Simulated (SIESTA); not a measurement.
**A self-consistent single point of Ti (P6_3/mmc, 2 atoms in the cell) with SIESTA**

Method of the run: GGA PBEsol, numerical atomic orbitals DZP, PseudoDojo PBEsol standard norm-conserving potentials (rewritten from UPF to PSML) in SIESTA.

This input was run:

```
# files in the folder: Ti.psml (PseudoDojo PBEsol standard)
SystemName  Ti
SystemLabel ti

NumberOfAtoms                2
NumberOfSpecies              1
%block ChemicalSpeciesLabel
  1 22 Ti
%endblock ChemicalSpeciesLabel
LatticeConstant              2.892868 Ang
%block LatticeVectors
     1.000000000    0.000000000    0.000000000
    -0.500000000    0.866025688    0.000000000
     0.000000000    0.000000000    1.580819795
%endblock LatticeVectors
AtomicCoordinatesFormat      Ang
%block AtomicCoordinatesAndAtomicSpecies
    -0.000001446    1.670199502    1.143275750  1
     1.446435446    0.835098498    3.429827250  1
%endblock AtomicCoordinatesAndAtomicSpecies

XC.functional                GGA
XC.authors                   PBEsol
PAO.BasisSize                DZP
PAO.EnergyShift              0.01 Ry
MeshCutoff                   300 Ry
%block kgrid.MonkhorstPack
   11   0   0  0.0
    0  11   0  0.0
    0   0   6  0.0
%endblock kgrid.MonkhorstPack
OccupationFunction           FD
ElectronicTemperature        0.1 eV

MaxSCFIterations             150
SCF.Mixer.Method             Pulay
SCF.Mixer.Weight             0.25
SCF.Mixer.History            8
SCF.DM.Tolerance             1.0E-05
Diag.ParallelOverK           true
WriteForces                  true
```

The program printed (abridged):

```
reinit: Reading from file input.fdf

reinit: System Name: Ti
reinit: System Label: ti

coor:   Atomic-coordinates input format  =     Cartesian coordinates
coor:                                          (in Angstroms)

siesta: Atomic coordinates (Bohr) and species
siesta:     -0.00000   3.15622   2.16048  1        1
siesta:      2.73337   1.57811   6.48143  1        2

siesta: System type = bulk

initatomlists: Number of atoms, orbitals, and projectors:      2    38    36

siesta: ******************** Simulation parameters ****************************
redata: Spin configuration                          = none
redata: Time-Reversal Symmetry                      = T
redata: Number of Atomic Species                    =        1
redata: Mesh Cutoff                                 =   300.0000 Ry
redata: Net charge of the system                    =     0.0000 |e|
redata: Min. number of SCF Iter                     =        0
redata: Max. number of SCF Iter                     =      150
redata: SCF convergence failure will abort job
redata: SCF mix quantity                            = Hamiltonian
redata: Mix DM or H after convergence               =   F
redata: Recompute H after scf cycle                 =   F
redata: Mix DM in first SCF step                    =   T
redata: No kicks to SCF
redata: DM Mixing Weight for Kicks                  =     0.5000
redata: Require Harris convergence for SCF          =   F
redata: Harris energy tolerance for SCF             =     0.000100 eV
redata: Require DM convergence for SCF              =   T
redata: DM tolerance for SCF                        =     0.000010
redata: Require EDM convergence for SCF             =   F
redata: EDM tolerance for SCF                       =     0.001000 eV
redata: Require H convergence for SCF               =   T
redata: Hamiltonian tolerance for SCF               =     0.001000 eV
redata: Require (free) Energy convergence for SCF   =   F
redata: (free) Energy tolerance for SCF             =     0.000100 eV
redata: Using DFT-D3 dispersion                     =   F
redata: Using Saved Data (generic)                  =   F
redata: Method of Calculation                       = Diagonalization
redata: Electronic Temperature                      =  1160.4518 K
redata: Number of TDED substeps                     =        3
redata: Dynamics option                             = Single-point calculation
redata: Save all siesta data in one NC              =   F
redata: ***********************************************************************

%block SCF.Mixers
  Pulay
%endblock SCF.Mixers

%block SCF.Mixer.Pulay
  # Mixing method
  method pulay
  variant stable

  # Mixing options
  weight 0.2500
  weight.linear 0.2500
  history 8
%endblock SCF.Mixer.Pulay

DM_history_depth set to one: no extrapolation allowed by default for geometry relaxation
Size of DM history Fstack: 1
Total number of electrons:    24.000000
Total ionic charge:    24.000000

* ProcessorY, Blocksize:    1  39

* Orbital distribution balance (max,min):    38    38

k-point displ. along   3 input, could be:     0.00    0.50
 Kpoints in:          396 . Kpoints trimmed:          369

siesta: k-grid: Number of k-points = 369
siesta: k-points from Monkhorst-Pack grid
siesta: k-cutoff (effective) =    13.719 Ang
siesta: k-point supercell and displacements
siesta: k-grid:    11     0     0      0.000
siesta: k-grid:     0    11     0      0.000
siesta: k-grid:     0     0     6      0.000

diag: Algorithm                                     = D&C
diag: Parallel over k                               =   F
diag: Use parallel 2D distribution                  =   F
diag: Parallel block-size                           = 39
diag: Parallel distribution                         =     1 x     1
diag: Used triangular part                          = Lower
diag: Absolute tolerance                            =  0.100E-15
diag: Orthogonalization factor                      =  0.100E-05
diag: Memory factor                                 =  1.0000

superc: Internal auxiliary supercell:     7 x     7 x     5  =     245
superc: Number of atoms, orbitals, and projectors:    490   9310   8820

                        Single-point calculation

superc: Internal auxiliary supercell:     7 x     7 x     5  =     245
superc: Number of atoms, orbitals, and projectors:    490   9310   8820

outcell: Unit cell vectors (Ang):
        2.892868    0.000000    0.000000
       -1.446434    2.505298    0.000000
        0.000000    0.000000    4.573103

outcell: Cell vector modules (Ang)   :    2.892868    2.892869    4.573103
outcell: Cell angles (23,13,12) (deg):     90.0000     90.0000    120.0000
outcell: Cell volume (Ang**3)        :     33.1435
new_DM -- step:     1
Initializing Density Matrix...

Attempting to read DM from file... Failed...
DM filled with atomic data:

InitMesh: MESH = 30 x 30 x 48 = 43200
InitMesh: Mesh cutoff (required, used) =   300.000   304.483 Ry

stepf: Fermi-Dirac step function

        iscf     Eharris(eV)        E_KS(eV)     FreeEng(eV)     dDmax    Ef(eV) dHmax(eV)
   scf:    1    -3204.987377    -3224.001328    -3224.051655  1.490398 -4.806649  5.914131
   scf:    2    -3226.682754    -3225.481086    -3225.544432  0.124643 -5.377009  2.827475
   scf:    3    -3226.092837    -3225.920376    -3225.996191  0.107128 -5.943392  0.104753
   scf:    4    -3225.922030    -3225.921695    -3225.996921  0.004919 -5.908673  0.066104
   scf:    5    -3225.921357    -3225.921567    -3225.997180  0.005503 -5.918831  0.010430
   scf:    6    -3225.921527    -3225.921548    -3225.997184  0.000405 -5.920973  0.001563
   scf:    7    -3225.921524    -3225.921537    -3225.997183  0.000257 -5.922280  0.004909
   scf:    8    -3225.921573    -3225.921555    -3225.997185  0.000178 -5.921258  0.000380
   scf:    9    -3225.921552    -3225.921553    -3225.997185  0.000019 -5.921321  0.000225
   scf:   10    -3225.921552    -3225.921553    -3225.997185  0.000007 -5.921367  0.000011

SCF Convergence by DM+H criterion
max |DM_out - DM_in|         :     0.0000073508
max |H_out - H_in|      (eV) :     0.0000106833
SCF cycle converged after 10 iterations

Using DM_out to compute the final energy and forces

siesta: E_KS(eV) =            -3225.9216

siesta: E_KS - E_eggbox =     -3225.9216

siesta: Atomic forces (eV/Ang):
     1    0.000008   -0.000004    0.000000
     2   -0.000008    0.000004   -0.000000
   Tot   -0.000000   -0.000000   -0.000000
   Max    0.000008
   Res    0.000005    sqrt( Sum f_i^2 / 3N )
   Max    0.000008    constrained

Stress tensor Voigt[x,y,z,yz,xz,xy] (kbar):       19.41       19.46        0.19        0.00       -0.00        0.04
(Free)E + p*V (eV/cell)    -3226.2666
Target enthalpy (eV/cell)    -3225.9972

siesta: Program's energy decomposition (eV):
siesta: Ebs     =      -774.379076
siesta: Eions   =      4800.585458
siesta: Ena     =       698.412354
siesta: Ekin    =      1283.054048
siesta: Enl     =        20.261789
siesta: Eso     =         0.000000
siesta: Edftu   =         0.000000
siesta: DEna    =        42.654747
siesta: DUscf   =         1.046035
siesta: DUext   =         0.000000
siesta: Ex      =      -434.927786
siesta: Ec      =       -35.837280
siesta: Exc     =      -470.765066
siesta: Eharris =     -3225.921552
siesta: Etot    =     -3225.921553
siesta: FreeEng =     -3225.997185

siesta: Stress tensor (static) (eV/Ang**3):
siesta:     0.012117    0.000025    0.000000
siesta:     0.000025    0.012146   -0.000000
siesta:    -0.000000    0.000000    0.000119

siesta: Cell volume =         33.143548 Ang**3

siesta: Pressure (static):
siesta:                Solid            Molecule  Units
siesta:          -0.00008852         -0.00008852  Ry/Bohr**3
siesta:          -0.00812734         -0.00812718  eV/Ang**3
siesta:         -13.02143021        -13.02118455  kBar
```

The run converged in 10 iterations.

The starting cell comes from a database of computed structures (which also holds hypothetical and non-ambient phases and stackings), without a prior relaxation at this level. Its lattice was rescaled by a random factor within 2.5 % of one. Spin polarisation is off. Values carry the incompleteness of an atom-centred basis.

Cost on one core of a shared machine: roughly 30 s.
